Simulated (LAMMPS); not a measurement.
W (bcc) at 4430 K and zero pressure, started from the crystal, with several potentials, in cells of their own sizes.

Potentials compared:
- EAM-type W_zhou.eam.alloy: classical MD, pair style eam/alloy, file W_zhou.eam.alloy (LAMMPS); Zhou et al, Acta Mater, 49, 4005 (2001)
- MEAM WL.meam: classical MD, pair style meam, file WL.meam (LAMMPS); Lee, Baskes, Kim, Cho. Phys. Rev. B, 64, 184102 (2001)
- MEAM library.meam-W: classical MD, pair style meam, file library.meam (library.meam-W) (LAMMPS); Baskes, Phys Rev B, 46, 2727-2742 (1992)

| potential | state | volume | first peak of g(r) | coordination number | mean phonon frequency | rough cost (ms per atom and simulated ps) |
|---|---|---|---|---|---|---|
| EAM-type W_zhou.eam.alloy | crystal; no diffusion seen in 30 ps | 17.140 ± 0.002 Å³/atom | 2.81 Å, height 2.7 | 13.9 (counted to 3.90 Å) | 4.3 THz | 3 to 10 |
| MEAM WL.meam | crystal; no diffusion seen in 30 ps | 16.978 ± 0.002 Å³/atom | 2.85 Å, height 2.7 | 14.0 (counted to 3.90 Å) | 3.8 THz | 3 to 10 |
| MEAM library.meam-W | liquid | 20.36 ± 0.01 Å³/atom | 2.66 Å, height 2.4 | 7.72 (counted to 3.38 Å) | 4.3 THz | 3 to 10 |

Costs are rough: whole-run CPU time with set-up and analysis, from shared machines, in bands a factor of about three wide.

Caution (rows EAM-type W_zhou.eam.alloy; MEAM WL.meam): this crystal lies over the measured melting point of 3695 K, so it is superheated or the potential melts high.

Caution: a run this short can hold a crystal over, or a liquid under, the potential's own melting point, which these runs don't give.

Caution: the potential MEAM library.meam-W is a first-neighbour MEAM set with a 4 Å cutoff, used here without a parameter file and away from the static properties it was fitted to.

States go by the mean squared displacement: a species diffuses where it passes 1.5 Å², still rises and gives D over 1e-6 cm²/s; a crystal has left its structure where atoms lie 0.35 Å off their sites on average or a cubic box changes its shape by 3 %, or the axial ratios of another lie 8 % off the starting cell's, which the potential's own relaxation can also do.

Errors shown are sampling errors alone.
